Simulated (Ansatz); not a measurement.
Start from BN in the rock salt structure (space group Fm-3m, No. 225; a = 3.483 Å; a hypothetical phase, not in the database extracts checked).

The change: every lattice vector is shortened by 5.11 %, atoms relaxed at fixed cell.

Levels (all Ansatz, a first-principles code, PAW): PBEsol (420 eV, no spin-orbit coupling); r2SCAN (500 eV, no spin-orbit coupling); HSE06 (420 eV, scalar-relativistic without spin-orbit coupling).

At the geometry relaxed with PBEsol, these levels gave the following band gaps, in shuffled order: (a) 2.56 eV, (b) 2.74 eV, (c) 3.68 eV.

**Question.** Match each gap to its level.

**Answer.** (a) PBEsol; (b) r2SCAN; (c) HSE06.

Single points use the geometry relaxed with PBEsol. The hybrid gap comes from the SCF mesh plus the semilocal run's edge points and a few special points and is an upper bound. The cells carry an imposed strain or load. No phonon test of stability was made.
